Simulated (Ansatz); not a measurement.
Consider a periodic stack without vacuum, fcc Cu (1 1 0) on tetragonal ZrO2 (1 0 0) (film strained to the substrate, faces as cut): substrate slab Zr8O16, film Cu16, surface cells [[0, 1], [-1, 0]] and [[0, 2], [-1, 0]], film strained by -0.2 and +2.9 %, faces OZr/OZr and Cu/Cu as cut (like faces can put a slab off its formula). Its start:

```
CELL_PARAMETERS angstrom
      5.28288     0.00000     0.05998
      0.00000     3.62105    -0.00238
      2.94632    -0.92310    26.43406
ATOMIC_POSITIONS crystal
  Zr 0.36515 0.49708 0.04413
  Zr 0.84117 0.01254 0.09469
  O  0.15026 0.99716 0.03205
  O  0.62475 0.99922 0.03404
  O  0.05383 0.51454 0.10072
  O  0.56364 0.51649 0.10620
  Zr 0.39517 0.53959 0.18475
  Zr 0.87232 0.05388 0.24189
  O  0.20959 0.03762 0.17947
  O  0.70594 0.03394 0.17329
  O  0.06791 0.55468 0.24478
  O  0.57610 0.55466 0.24771
  Zr 0.34522 0.57477 0.32217
  Zr 0.81854 0.09033 0.37933
  O  0.14871 0.07289 0.31424
  O  0.64211 0.07228 0.31506
  O  0.00761 0.59006 0.38025
  O  0.51020 0.58969 0.38896
  Zr 0.35975 0.60931 0.46941
  Zr 0.83885 0.12094 0.51734
  O  0.14090 0.10709 0.45847
  O  0.63390 0.10694 0.45574
  O  0.05381 0.62475 0.52885
  O  0.58127 0.62461 0.52752
  Cu 0.77912 0.84644 0.67036
  Cu 0.27893 0.84634 0.67061
  Cu 0.05061 0.33568 0.62595
  Cu 0.55292 0.33662 0.62627
  Cu 0.24578 0.86884 0.76676
  Cu 0.74542 0.86893 0.76697
  Cu 0.51290 0.35711 0.71977
  Cu 0.01204 0.35711 0.71941
  Cu 0.71296 0.89543 0.86286
  Cu 0.21421 0.89514 0.86236
  Cu 0.98010 0.38169 0.81436
  Cu 0.48051 0.38196 0.81496
  Cu 0.16791 0.91563 0.95460
  Cu 0.67416 0.91513 0.95553
  Cu 0.44497 0.40880 0.91076
  Cu 0.94468 0.40881 0.90956
```

The start was prepared with a machine-learned potential, and the result is one local minimum, with the in-plane cell held and forces under 0.04 eV/Å; the film can end far from its bulk form.

All values below come from PBE (plane waves to 420 eV, PAW; Ansatz, a quantum-chemistry and plane-wave program). No spin–orbit coupling; the runs are not spin-polarised; PBE gaps are too small against experiment. Its k-point mesh 5×7×1, Fermi–Dirac width 0.05 eV.

Task: Predict the relaxed interface.

Result: 
```
Quantity                                                                                   Result
--------------------------------------------------------------------------------  ---------------
interface area                                                                            19.1 Å²
period                                                                                    25.90 Å
gaps between the outermost planes at the two interfaces                           2.01 and 2.01 Å
Cu–Zr contacts across the interfaces within 1.22 times the sum of covalent radii  10, mean 3.26 Å
Cu–O contacts across the interfaces within 1.22 times the sum of covalent radii    4, mean 2.04 Å
```
